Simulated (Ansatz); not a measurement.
The reference is GaS in the beta-GaS type structure (space group P6_3/mmc, No. 194; a = 3.5906 Å, c = 15.4487 Å; layered, stacked along the Cartesian z axis).

Modification: cell and atoms relaxed at a pressure of 15 GPa.

Levels (all Ansatz, a first-principles code, PAW): PBE-D3(BJ) (420 eV, scalar-relativistic without spin-orbit coupling); HSE06 (420 eV, scalar-relativistic without spin-orbit coupling).

The geometry is relaxed with PBE-D3(BJ).

| Item | Result |
|---|---|
| PBE-D3(BJ) lowest conduction level above the VBM at special points | K 0.48 eV; M 0.89 eV; H 0.96 eV; Γ 2.45 eV |

With HSE06 at the same geometry, the lowest conduction level above the VBM at special points becomes K 1.07 eV; M 1.51 eV; H 1.57 eV; Γ 3.51 eV (PBE-D3(BJ): K 0.48 eV; M 0.89 eV; H 0.96 eV; Γ 2.45 eV).

Single points use the geometry relaxed with PBE-D3(BJ). HSE06 was sampled on its mesh, a few special points and the semilocal edge points, so its gap is an upper bound. The levels and masses belong to the bands next to the band gap. Load acts through the strain it causes; cell and atoms are relaxed under it. Stability against distortions was not tested. No other phases were tried under pressure.
